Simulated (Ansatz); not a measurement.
## Habitual settings against a tight run: BiPt2Pb (P-6m2, 4 atoms in the cell)

Self-consistent single point.

```yaml
crystal:
  lattice:
    - [4.32247, 0.00000, 0.00000]
    - [-2.16124, 3.74337, 0.00000]
    - [0.00000, 0.00000, 5.47340]
  atoms:
    - { symbol: Bi, position: [0.00000, 0.00000, 0.00000] }
    - { symbol: Pt, position: [0.66667, 0.33333, 0.25019] }
    - { symbol: Pt, position: [0.66667, 0.33333, 0.74981] }
    - { symbol: Pb, position: [0.33333, 0.66667, 0.50000] }
```

Level of theory: r2SCAN, default PAW files made with PBE (plane waves; Ansatz, a quantum-chemistry and plane-wave program).

Base settings: basis.ecutwfc = 500 eV; kpoints.mp_grid.grid = 10 10 7; hamiltonian.xc = r2scan; hamiltonian.pseudopotentials = {kind: paw} (the program's default PAW files); scf.occupations.method = cold; scf.occupations.width = 0.1 eV.

Tight run (finer mesh or higher cutoff; not a proven limit): basis.ecutwfc: 500 eV → 700 eV; kpoints.mp_grid.grid: 10 10 7 → 14 14 10; scf.convergence.dr2_threshold: default (1e-07 eV) → 1e-09 eV. It gave Fermi level (on the code's own zero) 15.65 eV; pressure 3.10 GPa; largest force (vector length) 0.026 eV/Å.

Quick runs, as changes from the base:
- A: the base itself
- B: basis.ecutwfc: 500 eV → 250 eV; kpoints.mp_grid.grid: 10 10 7 → 8 8 8
- C: basis.ecutwfc: 500 eV → 335 eV; kpoints.mp_grid.grid: 10 10 7 → 6 6 6; hamiltonian.xc: r2scan → lda; scf.occupations.method: cold → gaussian; scf.occupations.width: 0.1 eV → 0.272 eV [LDA (PW92)]
- D: basis.ecutwfc: 500 eV → 210 eV; kpoints.mp_grid.grid: 10 10 7 → 2 2 2; hamiltonian.xc: r2scan → lda; scf.occupations.method: cold → gaussian; scf.occupations.width: 0.1 eV → 0.272 eV; scf.convergence.dr2_threshold: default (1e-07 eV) → 0.001 eV [LDA (PW92)]
- E: basis.ecutwfc: 500 eV → 210 eV; kpoints.mp_grid.grid: 10 10 7 → 4 4 4; hamiltonian.xc: r2scan → lda [LDA (PW92)]
- F: basis.ecutwfc: 500 eV → 400 eV; kpoints.mp_grid.grid: 10 10 7 → 2 2 2

Energies are extrapolated to zero smearing width, which holds to low order in the width alone.

Dashes: energy of C, D, E, another energy zero; count of C, D, E, another kind of functional, whose work the count does not hold.

† marks runs with another functional, U, potentials or spin treatment: their distance from the tight run is not a convergence error alone.

The count of work is k-points × plane waves × bands × iterations; it is no time. 

Pressures in the table are Ansatz's without its Pulay estimate, at a fixed set of plane waves; the tight run's value above holds the estimate.

The starting cell comes from a database of computed structures (which also holds hypothetical and non-ambient phases and stackings), without a prior relaxation at this level. Its lattice was rescaled by a random factor within 2.5 % of one. Spin polarisation is off. In the base run, with a pressure of about 3 GPa the cell is away from its equilibrium volume at this level.

| run | energy less tight (meV/atom) | pressure less tight (GPa) | largest miss in a force vector (eV/Å) | count of work / tight |
|---|---|---|---|---|
| A | 1.5 | 0.00 | 0.018 | 0.18 |
| B | 1257.7 | -63.75 | 0.045 | 0.066 |
| C† | – | -6.55 | 0.020 | – |
| D† | – | -244.46 | 0.106 | – |
| E† | – | -243.00 | 0.059 | – |
| F | -242.0 | -1.43 | 0.052 | 0.0093 |

Among the runs at the tight run's level, the energy misses run from 1.5 to 1257.7 meV/atom.

Keys are those of Ansatz 0.2.
